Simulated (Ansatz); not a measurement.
We consider L1₂ (Cu3Au-type) Pt3Ti, described by PBEsol in Ansatz (plane waves, PAW).

Numerical settings: plane-wave cutoff 560 eV, 10×10×10 k mesh, Fermi–Dirac smearing 0.1 eV, perturbation theory, no spin polarisation, scalar-relativistic PAW data made under PBE.

Computed at the level's own relaxed cell.

```cif
data_Pt3Ti
_chemical_formula_sum 'Ti1 Pt3'
_space_group_name_H-M_alt 'Pm-3m'
_space_group_IT_number 221
_space_group_name_Hall '-P 4 2 3'
_cell_length_a 3.89953
_cell_length_b 3.89953
_cell_length_c 3.89953
_cell_angle_alpha 90.000
_cell_angle_beta 90.000
_cell_angle_gamma 90.000
loop_
_atom_site_label
_atom_site_type_symbol
_atom_site_symmetry_multiplicity
_atom_site_Wyckoff_symbol
_atom_site_fract_x
_atom_site_fract_y
_atom_site_fract_z
_atom_site_occupancy
Ti1 Ti 1 a 0.00000 0.00000 0.00000 1
Pt1 Pt 3 c 0.00000 0.50000 0.50000 1
```

Harmonic phonon frequencies (cm⁻¹; i marks an imaginary mode):

```
q point                                     frequencies
-------  ----------------------------------------------
Γ             0 0 0 108 108 108 165 165 165 179 179 179
X         90 90 102 102 116 139 152 165 165 194 194 267
M        74 112 112 114 115 115 149 167 185 218 218 219
R          68 68 68 117 117 134 134 134 179 179 179 212
```

No imaginary mode appears at these points.

Ansatz is a first-principles code.
